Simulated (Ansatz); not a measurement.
Worked calculations on one periodic cell of amorphous Si27N40B4: Si27N40B4, 71 atoms, volume 782.7 Å³, made by a melt-quench on the CHGNet potential and relaxed with DFT. N atoms were pushed apart under 1.9 Å during the dynamics, to hinder bonds among them. It is a model cell: composition and starting density were chosen by hand, and all elements were melted together. Cycles of charging were run to anneal it. All values below come from PBE, scalar-relativistic without spin-orbit coupling (plane waves to 420 eV, PAW; Ansatz, a first-principles code). Sampling: a 2×2×2 Γ-centred mesh; Fermi-Dirac width 0.02 eV; no spin polarisation. Its volume was held where the quench left it, its shape was free, and it stands at a mean pressure of 1.1 GPa with stress components up to 1.1 GPa; the relaxation ran on the zone centre alone. Its density went from a set 2.89 to 2.89 g/cm³. The cell is small and was quenched far faster than a real film, so it is one sample of the glass.

Count formal charges (Si +4, N -3, B +3). What does the count lead one to expect at the Fermi level, and what does the calculation give?

27 × (+4) + 40 × (-3) + 4 × (+3) = 0. The charges balance, so the anion-derived valence states can be full and a gap can open. On this mesh the highest filled and lowest empty level lie 2.29 eV apart, the PBE gap of this cell, with a localised state at one edge or both.

Four energies for an added electron at PBE on the zone centre alone (charged cells in a uniform background, spin-polarised): neutral at the neutral geometry -33202.879 eV; charged at the neutral geometry -33193.152 eV; charged and relaxed -33193.580 eV; neutral at the charged geometry -33202.002 eV.

Find the two relaxation energies and their sum, the reorganisation energy.

On charging: -33193.152 − (-33193.580) = 0.428 eV. On discharging: -33202.002 − (-33202.879) = 0.877 eV. The sum is 1.305 eV. The carrier's level spreads over 9 of the 71 atoms' worth, so it counts as partly localised, most on one B atom with neighbours N 1.46 Å, N 1.47 Å, N 1.60 Å (neutral geometry). The values are uncorrected: the image energy of a point charge in this cell, 2.84 × 14.40 / (2 × 9.2) = 2.2 eV before screening, is screened by electrons alone at the fixed geometry and by ions too after relaxing, and the carrier can be spread before it relaxes, so each term can be off by up to that value times 1/ε∞, some tenths of an eV. PBE's self-interaction favours spread-out carriers, so a hybrid can localise more.

Four energies for a hole at PBE on the zone centre alone (charged cells in a uniform background, spin-polarised): neutral at the neutral geometry -33202.879 eV; charged at the neutral geometry -33210.092 eV; charged and relaxed -33210.394 eV; neutral at the charged geometry -33202.161 eV.

Find the two relaxation energies and their sum, the reorganisation energy.

On charging: -33210.092 − (-33210.394) = 0.302 eV. On discharging: -33202.161 − (-33202.879) = 0.718 eV. The sum is 1.020 eV. The carrier's level spreads over 5 of the 71 atoms' worth, so it counts as localised, most on one N atom with neighbours B 1.42 Å, Si 1.70 Å, Si 1.77 Å (neutral geometry). The values are uncorrected: the image energy of a point charge in this cell, 2.84 × 14.40 / (2 × 9.2) = 2.2 eV before screening, is screened by electrons alone at the fixed geometry and by ions too after relaxing, and the carrier can be spread before it relaxes, so each term can be off by up to that value times 1/ε∞, some tenths of an eV. PBE's self-interaction favours spread-out carriers, so a hybrid can localise more.
